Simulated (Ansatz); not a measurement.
Base system: PbI2 in the CdI2 type structure (space group P-3m1, No. 164; a = 4.4389 Å, c = 6.7413 Å; layered). Axes: x lies along a and z along c of the hexagonal cell.

The values are results of PBEsol-D3(BJ) (Ansatz, an electronic-structure program), without spin-orbit coupling, not measurements.

Strains are applied to the cell and any free atomic positions relax; under biaxial strain the out-of-plane vector relaxes too; under stress the whole cell relaxes.

One change was made to it. Results:

```tsv
quantity	base	after
volume per atom	38.35 Å³	37.89 Å³
width of the top valence band	1.30 eV	1.25 eV
```

**Question.** Which of these changes matches the shifts?
(A) uniaxial strain ε_zz = +4.71 %
(B) biaxial strain +1.84 %, plane normal [001], relaxed out of plane
(C) biaxial strain −0.56 %, plane normal [001], relaxed out of plane
(D) uniaxial stress, 1 GPa compression along z
(E) isotropic strain −5.67 %

**Answer.** D, uniaxial stress, 1 GPa compression along z. For comparison, the volume per atom in the other runs: isotropic strain −5.67 % gives 32.19 Å³; uniaxial strain ε_zz = +4.71 % gives 40.15 Å³; biaxial strain −0.56 %, plane normal [001], relaxed out of plane gives 38.11 Å³; biaxial strain +1.84 %, plane normal [001], relaxed out of plane gives 39.03 Å³.

Spin-orbit coupling, missing from the scalar runs, can matter with I and Pb. The levels and masses belong to the bands next to the band gap. Beyond what the load breaks, stability against distortions was not tested.
